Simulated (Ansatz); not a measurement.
Ru (model structure, Im-3m, No. 229, 1 atom in the cell) was calculated with r²SCAN (Ansatz, a quantum-chemistry and plane-wave program, plane waves, PAW).

Settings: plane-wave cutoff 560 eV, 26×26×26 k mesh, Fermi–Dirac smearing 0.05 eV, no spin polarisation, scalar-relativistic PAW data made under PBE.

Cell (relaxed at this level):

```
CELL_PARAMETERS angstrom
     -1.51585     1.51585     1.51585
      1.51585    -1.51585     1.51585
      1.51585     1.51585    -1.51585
ATOMIC_POSITIONS crystal
  Ru 0.00000 0.00000 0.00000
```

Question: Estimate the bulk modulus B0 that the calculation returns.

Answer: 
* **bulk modulus B0**: 305 GPa

Note: the run has no spin polarisation, so it can have missed a magnetic state; the bulk modulus is −V dP/dV from two relaxed cells at ±2 % in volume; the relaxation could raise the start's symmetry but not lower it, so the cell can be a saddle point.

Static lattice: no zero-point or thermal effects.

Computing time: about 30 core-seconds (a rough figure).

A model structure was made by putting elements into a prototype or built by hand; it is no filed structure, need not be a known phase, and can be a saddle point held by its symmetry.
